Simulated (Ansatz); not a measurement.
# Ag under a change: x(Rh) = 0.333, 3 atoms, Immm

Consider Ag in the fcc (Cu type) structure (space group Fm-3m, No. 225; a = 4.105 Å).

The other end (x = 1) is Rh in the fcc (Cu type) structure (space group Fm-3m, No. 225): 13.72 Å³/atom, gap zero.

The change: Rh replaces 33.3 % of the Ag, ordered in a cell of 3 atoms (starting symmetry Immm) and fully relaxed.

Method: plane-wave PAW DFT at the r2SCAN level (Ansatz, a program for electronic structure, 500 eV), without spin-orbit coupling. Γ-centred 20×20×20 mesh, Fermi–Dirac width 0.05 eV, for the changed cell.

The volume per atom shrinks by 1.293 Å³, from 17.30 Å³ to 16.00 Å³ and the density goes up by 0.665 g/cm³ to 11.02 g/cm³. The shortest interatomic distance decreases by 0.326 bohr (5.486 bohr → 5.160 bohr) and the band gap stays zero. The mixing energy amounts to +0.26 eV/atom (to 0.01 eV only: unlike meshes or grids) and the deviation of the volume from the linear (Vegard-type) interpolation amounts to -0.6 %.

These are small ordered cells, not random alloys; other orderings at the same x differ. Stability against distortions was not tested. All final runs are without spin polarisation. An odd electron count without spin: Ag2Rh. Ag2Rh has a high density of states at the Fermi level and may be magnetic at this level.
